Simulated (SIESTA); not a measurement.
A working SIESTA input for MgMn2O4 (P2/m, 7 atoms in the cell) (DFT, GGA PBEsol, numerical atomic orbitals DZP, PseudoDojo PBEsol standard norm-conserving potentials (rewritten from UPF to PSML)):

```
# files in the folder: Mg.psml Mn.psml O.psml (PseudoDojo PBEsol standard)
SystemName  MgMn2O4
SystemLabel MgMn2O4

NumberOfAtoms                7
NumberOfSpecies              3
%block ChemicalSpeciesLabel
  1 12 Mg
  2 25 Mn
  3 8 O
%endblock ChemicalSpeciesLabel
LatticeConstant              1.0 Ang
%block LatticeVectors
     5.440484000    0.000000000    0.000000000
     0.000000000    2.939947000    0.000000000
    -0.369508000    0.000000000    5.727819000
%endblock LatticeVectors
AtomicCoordinatesFormat      Bohr
%block AtomicCoordinatesAndAtomicSpecies
     5.140512373    0.000000000    0.000000000  1
     0.000000000    0.000000000    0.000000000  2
     4.791377912    2.777847325    5.412004601  2
     7.950939604    2.777847325    1.182414765  3
     1.631816221    2.777847325    9.641594436  3
     6.291101582    0.000000000    7.410008459  3
     3.291654242    0.000000000    3.414000742  3
%endblock AtomicCoordinatesAndAtomicSpecies

XC.functional                GGA
XC.authors                   PBEsol
PAO.BasisSize                DZP
PAO.EnergyShift              0.01 Ry
MeshCutoff                   400 Ry
%block kgrid.MonkhorstPack
    3   0   0  0.0
    0   6   0  0.0
    0   0   3  0.0
%endblock kgrid.MonkhorstPack
OccupationFunction           MP
OccupationMPOrder            0
ElectronicTemperature        232.09 K
Spin                         polarized
%block DM.InitSpin
  1 +0.00
  2 +4.00
  3 +4.00
  4 +0.00
  5 +0.00
  6 +0.00
  7 +0.00
%endblock DM.InitSpin

MaxSCFIterations             150
SCF.Mixer.Method             Pulay
SCF.Mixer.Weight             0.1
SCF.Mixer.History            6
SCF.DM.Tolerance             1.0E-05
Diag.ParallelOverK           true
WriteForces                  true
Charge.Mulliken              end
```

The run converged in 19 iterations: free energy E − TS -9327.4648 eV; top of the valence band (on the code's own zero) -5.02 eV; gap on the k-point mesh 0.54 eV; pressure -16.48 GPa; largest force (vector length) 0.986 eV/Å; size of the cell's spin moment 8.00 μB. Each of these slips is then made, one at a time:

(1)
```diff
-%block kgrid.MonkhorstPack
-    3   0   0  0.0
-    0   6   0  0.0
-    0   0   3  0.0
-%endblock kgrid.MonkhorstPack
```

(2)
```diff
-Spin                         polarized
+Spin                         spin-orbit
-  1 +0.00
-  2 +4.00
-  3 +4.00
-  4 +0.00
-  5 +0.00
-  6 +0.00
-  7 +0.00
+  1 0.00 0.00 0.00
+  2 4.00 0.00 0.00
+  3 4.00 0.00 0.00
+  4 0.00 0.00 0.00
+  5 0.00 0.00 0.00
+  6 0.00 0.00 0.00
+  7 0.00 0.00 0.00
```

(3)
```diff
-PAO.BasisSize                DZP
+PAO.BasisSize                SZ
```

Q: How does each altered input end?

A: 
(1) A single k-point for a small cell. The run converged in 19 iterations without an error; against the sound input the free energy rises by 475 meV/atom, the pressure goes from -16.48 to -13.75 GPa, the largest force goes from 0.986 to 2.964 eV/Å and the size of the net moment stays at 1.14 μB/atom.

(2) Spin-orbit coupling with scalar-relativistic potentials. The program stopped before any SCF iteration.

(3) A minimal basis. The run converged in 33 iterations without an error; against the sound input the pressure goes from -16.48 to -26.22 GPa, the largest force goes from 0.986 to 1.845 eV/Å, the gap on the mesh goes from 0.535 to 0.282 eV and the size of the net moment stays at 1.14 μB/atom.

The starting cell comes from a database of computed structures (which also holds hypothetical and non-ambient phases and stackings), without a prior relaxation at this level. Its lattice was rescaled by a random factor within 2.5 % of one. The magnetic order is the one reached from the typed start; others were not searched systematically. Values carry the incompleteness of an atom-centred basis. In the base run, with a pressure of about -16 GPa the cell is away from its equilibrium volume at this level.

Left out of this page: 3 runs of the series outside the window shown, repeating another row's setting, or not comparable.
